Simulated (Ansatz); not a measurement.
AlB2-type ZrB2, treated with r²SCAN in Ansatz (PAW).

Settings: plane-wave cutoff 600 eV, 18×18×12 k mesh (along the axes of the cell as run), Fermi–Dirac smearing 0.1 eV, finite displacements, scalar-relativistic PAW data made under PBE.

The cell has the measured lattice parameters. Conventional cell: a = 3.1650 Å, b = 3.1650 Å, c = 3.5200 Å, α = 90.00°, β = 90.00°, γ = 120.00°.

```cif
data_B2Zr
_chemical_formula_sum 'Zr1 B2'
_space_group_name_H-M_alt 'P6/mmm'
_space_group_IT_number 191
_space_group_name_Hall '-P 6 2'
_cell_length_a 3.16500
_cell_length_b 3.16500
_cell_length_c 3.52000
_cell_angle_alpha 90.000
_cell_angle_beta 90.000
_cell_angle_gamma 120.000
loop_
_atom_site_label
_atom_site_type_symbol
_atom_site_symmetry_multiplicity
_atom_site_Wyckoff_symbol
_atom_site_fract_x
_atom_site_fract_y
_atom_site_fract_z
_atom_site_occupancy
Zr1 Zr 1 a 0.00000 0.00000 0.00000 1
B1 B 2 d 0.33333 0.66667 0.50000 1
```

Harmonic phonon frequencies (cm⁻¹; i marks an imaginary mode):

```json
[
 {"q point": "Γ", "frequencies": "0 0 0 462 462 484 561 779 779"},
 {"q point": "M", "frequencies": "232 238 297 528 542 548 694 704 742"},
 {"q point": "A", "frequencies": "215 215 241 415 415 509 637 786 786"}
]
```

No imaginary mode appears at these points.

Note: the cell isn't this level's own, so it is under some stress, which shifts stiffness and frequencies.

Ansatz is a quantum-chemistry and plane-wave program.
